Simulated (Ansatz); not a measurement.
```
BP
1.0
    0.00000     2.26827     2.26827
    2.26827     0.00000     2.26827
    2.26827     2.26827     0.00000
B P
1 1
Direct
  0.00000   0.00000   0.00000
  0.25000   0.25000   0.25000
```

These are r2SCAN with spin-orbit coupling, rigid bands (plane waves, PAW; Ansatz, a first-principles code) values and carry that method's errors. Cell: cell and atoms relaxed with r2SCAN.

Problem. Predict the electron conductivity mass (n e² τ/σ) at 300 K, by direction if it differs.

Solution. 0.32 mₑ.

Problem. Predict the hole conductivity mass (n e² τ/σ) at 300 K, by direction if it differs.

Solution. 0.40 mₑ.

Problem. And the band gap?

Solution. 1.40 eV at this level; semilocal functionals usually fall short of the measured gap.

Rigid bands, one relaxation time for all states, no polarons.
